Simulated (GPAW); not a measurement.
GPAW run on NiSb (P6_3/mmc, 4 atoms in the cell): self-consistent single point.

Method of the run: revPBE, GPAW PAW datasets revPBE (gpaw-data 1.0.1) (plane waves; GPAW).

```
CELL_PARAMETERS angstrom
      3.96897     0.00000     0.00000
     -1.98448     3.43723     0.00000
      0.00000     0.00000     5.16735
ATOMIC_POSITIONS crystal
  Ni 0.00000 0.00000 0.00000
  Ni 0.00000 0.00000 0.50000
  Sb 0.33333 0.66667 0.25000
  Sb 0.66667 0.33333 0.75000
```

Reference input (self-consistent single point, DFT PBE, plane waves, GPAW PAW datasets PBE (gpaw-data 1.0.1)): mode = pw; ecut = 800 eV; xc = PBE; kpts = 5 5 4; mesh shift (steps) = 0 0 0; occupations.name = methfessel-paxton; occupations.width = 0.2 eV; occupations.order = 0; nbands = -12; symmetry.symmorphic = false; symmetry.tolerance = 0.0005; maxiter = 150. This run's input differs from it in these lines:

```diff
@@ -15,3 +15,3 @@
 calc = GPAW(mode=PW(800),
-            xc='PBE',
+            xc='revPBE',
             kpts={'size': (5, 5, 4), 'gamma': True},
```

Its files differ too (potentials: GPAW PAW datasets revPBE (gpaw-data 1.0.1)).

Output (repeated stretches shortened):

```
     iter     time        total  log10-change:
                         energy   eigst   dens
iter:   1 --:--:--   -25.743877
iter:   2 --:--:--   -24.195427   -0.37  -1.43
iter:   3 --:--:--   -23.061030   -0.94  -1.53
iter:   4 --:--:--   -23.433593   -1.63  -1.68
iter:   5 --:--:--   -22.936298   -1.53  -1.72
iter:   6 --:--:--   -22.943854   -3.27  -2.28
iter:   7 --:--:--   -22.936324c  -3.07  -2.28
iter:   8 --:--:--   -22.935897c  -3.73  -2.72
iter:   9 --:--:--   -22.938102c  -4.14  -3.11
iter:  10 --:--:--   -22.935385c  -4.28  -2.98
iter:  11 --:--:--   -22.935338c  -5.19  -3.85
iter:  12 --:--:--   -22.935397c  -6.36  -4.16c
iter:  13 --:--:--   -22.935380c  -6.90  -4.23c
iter:  14 --:--:--   -22.935380c  -7.75c -4.44c
Converged after 14 iterations.

Dipole moment: (-0.000000, 0.000000, -0.000000) |e|*Ang

Energy contributions relative to reference atoms: (reference = -435320.067219)

Kinetic:        +18.203573
Potential:      -12.561506
External:        +0.000000
XC:             -28.977375
Entropy (-ST):   -0.052053
Local:           +0.425954
SIC:             +0.000000
--------------------------
Free energy:    -22.961407
Extrapolated:   -22.935380

Showing only first 2 kpts
 Kpt  Band  Eigenvalues  Occupancy
  0    29      9.65494    0.00043
  0    30      9.65498    0.00043
  0    31     11.60722    0.00000
  0    32     11.60725    0.00000

  1    29     10.27587    0.00000
  1    30     10.27590    0.00000
  1    31     11.51690    0.00000
  1    32     11.55664    0.00000

Fermi level: 9.15687

No gap
No difference between direct/indirect transitions
Energy (eV): -22.93538

Forces in eV/Ang:
  0 Ni    0.00000    0.00000    0.00000
  1 Ni    0.00000    0.00000    0.00000
  2 Sb    0.00000    0.00000    0.00000
  3 Sb   -0.00000    0.00000   -0.00000

Stress tensor:
    -0.014792     0.000000     0.000000
     0.000000    -0.014792     0.000000
     0.000000     0.000000    -0.015258
Stress (GPa, Voigt): [-2.37   -2.37   -2.4447  0.      0.      0.    ]
```

The run converged in 14 iterations. GPAW prints stress with tension positive. Against the reference run the pressure goes from 0.27 to 2.39 GPa.

The starting cell comes from a database of computed structures (which also holds hypothetical and non-ambient phases and stackings), without a prior relaxation at this level. Its lattice was rescaled by a random factor within 2.5 % of one. Spin polarisation is off.

Cost on one core of a shared machine: roughly 60 s.
